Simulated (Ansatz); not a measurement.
Base system: BaTiO3 (space group P4mm, No. 99; a = 3.973 Å, c = 4.112 Å).

Structures relaxed with Ansatz (a program for electronic structure), r2SCAN, PAW, cutoff 500 eV, no spin-orbit coupling, earlier PAW set.

Base:

Simulated powder pattern, Cu Kα1, λ = 1.54056 Å (kinematic, ideal powder, no thermal factors, no anomalous dispersion; the 8 strongest lines at most, above 2 %, up to 2θ = 90°):

```json
[
 {"2θ (°)": "22.36", "I/Imax (%)": "18", "hkl": "(100)"},
 {"2θ (°)": "31.28", "I/Imax (%)": "100", "hkl": "(101)"},
 {"2θ (°)": "31.83", "I/Imax (%)": "47", "hkl": "(110)"},
 {"2θ (°)": "38.79", "I/Imax (%)": "37", "hkl": "(111)"},
 {"2θ (°)": "45.63", "I/Imax (%)": "33", "hkl": "(200)"},
 {"2θ (°)": "55.32", "I/Imax (%)": "19", "hkl": "(112)"},
 {"2θ (°)": "56.37", "I/Imax (%)": "37", "hkl": "(211)"},
 {"2θ (°)": "65.26", "I/Imax (%)": "20", "hkl": "(202)"}
]
```

Modification: every Ba is replaced by Gd; the structure is relaxed again.

Problem. Predict the new powder pattern.

Solution. 
Simulated powder pattern, Cu Kα1, λ = 1.54056 Å (kinematic, ideal powder, no thermal factors, no anomalous dispersion; the 8 strongest lines at most, above 2 %, up to 2θ = 90°):

```json
[
 {"2θ (°)": "22.64", "d (Å)": "3.924", "I/Imax (%)": "20", "hkl": "(001)"},
 {"2θ (°)": "22.80", "d (Å)": "3.897", "I/Imax (%)": "27", "hkl": "(100)"},
 {"2θ (°)": "32.35", "d (Å)": "2.765", "I/Imax (%)": "100", "hkl": "(101)"},
 {"2θ (°)": "32.46", "d (Å)": "2.756", "I/Imax (%)": "51", "hkl": "(110)"},
 {"2θ (°)": "39.95", "d (Å)": "2.255", "I/Imax (%)": "39", "hkl": "(111)"},
 {"2θ (°)": "46.57", "d (Å)": "1.949", "I/Imax (%)": "33", "hkl": "(200)"},
 {"2θ (°)": "57.63", "d (Å)": "1.598", "I/Imax (%)": "19", "hkl": "(112)"},
 {"2θ (°)": "57.84", "d (Å)": "1.593", "I/Imax (%)": "38", "hkl": "(211)"}
]
```

The indices refer to each structure's own conventional cell; one index is shown for lines that coincide.

Other magnetic orders, which the real material may have, were not ruled out. The state of the 4f shell was not checked for lower solutions. Stability against distortions was not tested. As relaxed here, GdTiO3 is a hypothetical phase, not in the database extracts checked. No Hubbard U is applied, and correlation can decide whether such a compound is a metal. Spin-polarised in the final run: GdTiO3; the other runs are not.
